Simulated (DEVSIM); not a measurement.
System: Cr/SiON/p-InP capacitor, at 300 K.

| layer (left to right) | material | thickness (nm) | Na (cm⁻³) |
|---|---|---|---|
| 1 | SiON | 14.0 | - |
| 2 | InP | 410 | 2.3e18 |

Metal gate on the left, work function 4.5 eV. Fixed charge at the semiconductor interface 0 cm⁻² (in units of +e); no interface traps.

The device is made up for the run: typed textbook-type constants, with dimensions and the other settings drawn at random. Values at 300 K.

```
parameter      SiON     InP
-------------  ----  ------
gap (eV)          7   1.344
affinity (eV)   1.4    4.38
permittivity    5.5    12.5
Nc (cm⁻³)         -  5.7e17
Nv (cm⁻³)         -  1.1e19
```

DEVSIM, 1D Poisson equation in equilibrium, Boltzmann statistics, complete ionisation; no quantum confinement or tunnelling. Metal contacts follow the ideal Schottky-Mott rule: no Fermi-level pinning, no interface dipoles.

The substrate doping was swept, all else fixed.

```
substrate doping (cm^-3)  flat-band voltage (V)  minimum of the low-frequency capacitance (μF/cm²)
------------------------  ---------------------  -------------------------------------------------
1.2e17                                    -1.11                                             0.0799
2.3e17                                    -1.12                                              0.101
4.6e17                                    -1.14                                              0.125
1.2e18                                    -1.17                                              0.163
2.3e18                                    -1.18                                              0.191
4.6e18                                    -1.20                                              0.219
```

From the first row to the last the flat-band voltage goes from -1.11 to -1.20. From the first row to the last the minimum of the low-frequency capacitance goes from 0.0799 to 0.219.
